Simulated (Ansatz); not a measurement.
# In (I4/mmm): band-structure transport figures

Here is the system:

```
In
1.0
   -1.64677     1.64677     2.53919
    1.64677    -1.64677     2.53919
    1.64677     1.64677    -2.53919
In
1
Direct
  0.00000   0.00000   0.00000
```

Computed with PBE, rigid bands (plane waves, PAW, scalar-relativistic; Ansatz, a quantum-chemistry and plane-wave program). Condition of this run: functional PBE, cell relaxed with it. Cell: cell and atoms relaxed with PBE.

```
Property                                                          Result
------------------------------------  ----------------------------------
density of states at the Fermi level  0.441 states/(eV·cell), both spins
bare Sommerfeld coefficient                    1.04 mJ/(mol of atoms·K²)
Drude plasma energy                                               9.9 eV
root-mean-square Fermi velocity                                1.5e6 m/s
resistivity times τ                                     5.0 ×10⁻²² Ω·m·s
resistivity times mean free path                         7.9 ×10⁻¹⁶ Ω·m²
```

A metal at this level (no band gap); rigid bands, thermally averaged at 300 K, both spins. Spin-orbit coupling is left out. τ is one relaxation time for all states; the product of resistivity and mean free path takes one path for all states instead.
